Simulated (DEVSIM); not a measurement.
Device: Co/SiO2/p-GaAs capacitor, at 300 K.

```tsv
layer (left to right)	material	thickness (nm)	Na (cm⁻³)
1	SiO2	30.0	-
2	GaAs	11000	6.4e15
```

Metal gate on the left, work function 5 eV. Fixed charge at the semiconductor interface -1.7e11 cm⁻² (in units of +e); no interface traps.

Constants are typed, rounded textbook-type inputs, not results; the design itself was drawn at random and stands for no fabricated device. Values at 300 K.

```tsv
parameter	SiO2	GaAs
gap (eV)	9	1.424
affinity (eV)	0.9	4.07
permittivity	3.9	12.9
Nc (cm⁻³)	-	4.7e17
Nv (cm⁻³)	-	9e18
```

DEVSIM, 1D Poisson equation in equilibrium, Boltzmann statistics, complete ionisation; no quantum confinement or tunnelling. Metal contacts follow the ideal Schottky-Mott rule: no Fermi-level pinning, no interface dipoles.

Tabulate band edges, carrier densities and field at 0.8 V on the gate.

Energies count from the Fermi level of the right contact; mesh points crowd at the junctions.

| x (μm) | Ec (eV) | Ev (eV) | n (cm⁻³) | p (cm⁻³) | field (V/cm) |
|---|---|---|---|---|---|
| 0.000 | 3.300 | -5.700 | < 1e2 | < 1e2 | 180000 |
| 0.001858 | 3.334 | -5.666 | < 1e2 | < 1e2 | 180000 |
| 0.006455 | 3.417 | -5.583 | < 1e2 | < 1e2 | 180000 |
| 0.01735 | 3.615 | -5.385 | < 1e2 | < 1e2 | 180000 |
| 0.02702 | 3.790 | -5.210 | < 1e2 | < 1e2 | 180000 |
| 0.02954 | 3.836 | -5.164 | < 1e2 | < 1e2 | 180000 |
| 0.03105 | 0.678 | -0.746 | 1900000 | 2600000 | 31000 |
| 0.03685 | 0.695 | -0.729 | 980000 | 5200000 | 30000 |
| 0.05024 | 0.735 | -0.689 | 210000 | 2.4e7 | 29000 |
| 0.08604 | 0.834 | -0.590 | 4600 | 1.1e9 | 26000 |
| 0.1817 | 1.042 | -0.382 | < 1e2 | 3.4e12 | 17000 |
| 0.5830 | 1.236 | -0.188 | < 1e2 | 6.3e15 | 68 |
| 1.510 | 1.237 | -0.187 | < 1e2 | 6.4e15 | ≈ 0 |
| 3.986 | 1.237 | -0.187 | < 1e2 | 6.4e15 | ≈ 0 |
| 8.973 | 1.237 | -0.187 | < 1e2 | 6.4e15 | ≈ 0 |
| 10.26 | 1.237 | -0.187 | < 1e2 | 6.4e15 | ≈ 0 |
| 10.73 | 1.237 | -0.187 | < 1e2 | 6.4e15 | ≈ 0 |
| 10.92 | 1.237 | -0.187 | < 1e2 | 6.4e15 | ≈ 0 |
| 11.00 | 1.237 | -0.187 | < 1e2 | 6.4e15 | ≈ 0 |
| 11.02 | 1.237 | -0.187 | < 1e2 | 6.4e15 | ≈ 0 |
| 11.03 | 1.237 | -0.187 | < 1e2 | 6.4e15 | ≈ 0 |
| 11.03 | 1.237 | -0.187 | < 1e2 | 6.4e15 | ≈ 0 |
